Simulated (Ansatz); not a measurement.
A computed series for InP: response to strain

Base system: InP in the zinc blende structure (space group F-43m, No. 216; a = 5.8786 Å). Axes: x, y, z lie along the cube axes.

Strains are applied to the cell and any free atomic positions relax.

Method: Ansatz (an electronic-structure program) PBEsol, without spin-orbit coupling.

| uniaxial strain ε_zz (%) | band gap (eV) |
|---|---|
| 0 | 0.57 |
| 0.46 | ? |
| 1.82 | 0.44 |
| 3.12 | 0.35 |

Problem. Fit E_g = E₀ + Dε (ε in %) to the rows shown and predict the withheld row.

Solution. Least squares on the printed values gives E₀ = 0.57 eV, D = -70.6 meV per % of strain (largest residual 0.00 eV); this predicts 0.54 eV, and the run gives 0.54 eV, in agreement.

Whether these cells are dynamically stable was not tested.
